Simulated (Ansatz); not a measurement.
## A computed series for BePd: thickness series

Start from BePd in the CsCl type structure (space group Pm-3m, No. 221; a = 2.7977 Å). Axes: x, y, z lie along the cube axes.

Free-standing slabs (2 atom(s) a layer) normal to [110] with 15 Å of vacuum; in-plane cell held at bulk.

The values are results of PBEsol, PAW, 420 eV (Ansatz, a quantum-chemistry and plane-wave program; no SOC), not measurements.

Notes on the quantities. excess energy per area of both faces: slab less bulk energy over the cell's area: twice a surface energy; uncertain by up to 0.2 J/m²; layer's space group: with vacuum.

```json
[
 {"change": "base", "excess energy per area of both faces": "–", "thickness between the outermost nuclei": "–", "layer's space group": "–", "shortest interatomic distance": "2.423 Å"},
 {"change": "1 layer", "excess energy per area of both faces": "–", "thickness between the outermost nuclei": "–", "layer's space group": "Pmmm (No. 47)", "shortest interatomic distance": "2.423 Å"},
 {"change": "2 layers", "excess energy per area of both faces": "3.94 J/m²", "thickness between the outermost nuclei": "2.03 Å", "layer's space group": "Pmma (No. 51)", "shortest interatomic distance": "2.306 Å"},
 {"change": "3 layers", "excess energy per area of both faces": "3.9 J/m²", "thickness between the outermost nuclei": "3.90 Å", "layer's space group": "Pmmm (No. 47)", "shortest interatomic distance": "2.376 Å"},
 {"change": "4 layers", "excess energy per area of both faces": "3.9 J/m²", "thickness between the outermost nuclei": "5.87 Å", "layer's space group": "Pmma (No. 51)", "shortest interatomic distance": "2.346 Å"},
 {"change": "5 layers", "excess energy per area of both faces": "3.9 J/m²", "thickness between the outermost nuclei": "7.92 Å", "layer's space group": "Pmmm (No. 47)", "shortest interatomic distance": "2.346 Å"},
 {"change": "6 layers", "excess energy per area of both faces": "3.9 J/m²", "thickness between the outermost nuclei": "9.89 Å", "layer's space group": "Pmma (No. 51)", "shortest interatomic distance": "2.337 Å"},
 {"change": "7 layers", "excess energy per area of both faces": "3.9 J/m²", "thickness between the outermost nuclei": "11.88 Å", "layer's space group": "Pmmm (No. 47)", "shortest interatomic distance": "2.340 Å"}
]
```

Slab and bulk use different k-meshes, which limits the precision of the excess energy. Whether these cells are dynamically stable was not tested. All final runs are without spin polarisation.
